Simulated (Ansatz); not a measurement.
Consider C in the diamond structure (space group Fd-3m, No. 227; a = 3.532 Å).

Computed with LDA, PAW, 420 eV (Ansatz, a program for electronic structure; spin-orbit coupling left out).

Strains are applied to the cell and any free atomic positions relax.

One change was made to it. Results:

```json
[
 {"quantity": "band gap", "base": "4.17 eV", "after": "4.37 eV"},
 {"quantity": "energy relative to the base (free energy F)", "base": "0 meV/atom", "after": "+48 meV/atom"},
 {"quantity": "smallest direct gap", "base": "5.62 eV", "after": "5.84 eV"},
 {"quantity": "pressure", "base": "0.00 GPa", "after": "40.72 GPa"}
]
```

### Question
Name the change that was made.
A) isotropic strain −2.50 %
B) isotropic strain −2.00 %
C) isotropic strain −3.00 %
D) isotropic strain +2.50 %
E) isotropic strain +2.00 %

### Answer
A, isotropic strain −2.50 %. For comparison, the energy relative to the base in the other runs: isotropic strain +2.50 % gives +42 meV/atom; isotropic strain −3.00 % gives +70 meV/atom; isotropic strain −2.00 % gives +31 meV/atom; isotropic strain +2.00 % gives +27 meV/atom.

Stability against distortions was not tested.
